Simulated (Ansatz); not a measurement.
# HgTe under a change: pressure −1 GPa

Base system: HgTe in the zinc blende structure (space group F-43m, No. 216; a = 6.5098 Å).

The change: a negative pressure, −1 GPa.

Computed with DFT with PBEsol, PAW potentials and a 420 eV plane-wave cutoff in Ansatz (a quantum-chemistry and plane-wave program), scalar-relativistic without spin-orbit coupling. k-mesh 9×9×9 (Γ-centred); smearing 0.05 eV (Fermi–Dirac).

| quantity | base | changed | shift |
|---|---|---|---|
| volume per atom | 34.48 Å³ | 35.37 Å³ | +0.89 Å³ |
| lattice parameter a | 651.0 pm | 656.5 pm | +5.5 pm |
| shortest interatomic distance | 281.9 pm | 284.3 pm | +2.4 pm |
| enthalpy H = E + PV relative to the base's energy | – | -0.22 eV/atom | – |
| band gap | zero | zero | – |

Final structure:

```xyz
2
Lattice="0.0000 3.2826 3.2826 3.2826 0.0000 3.2826 3.2826 3.2826 0.0000" Properties=species:S:1:pos:R:3 pbc="T T T"
Hg     0.0000     0.0000     0.0000
Te     1.6413     1.6413     1.6413
```

Cost of the whole job for the changed cell (relaxation, final SCF and bands): very roughly 13 core-seconds.

A case with no gap was solved on a k-mesh chosen for an insulator, which is coarse for it. With Hg and Te present, leaving out spin-orbit coupling can change the band edges. Load acts through the strain it causes; cell and atoms are relaxed under it. No phonon test of stability was made. The final runs are not spin-polarised. The zero or small gap of HgTe can change with the level of theory.
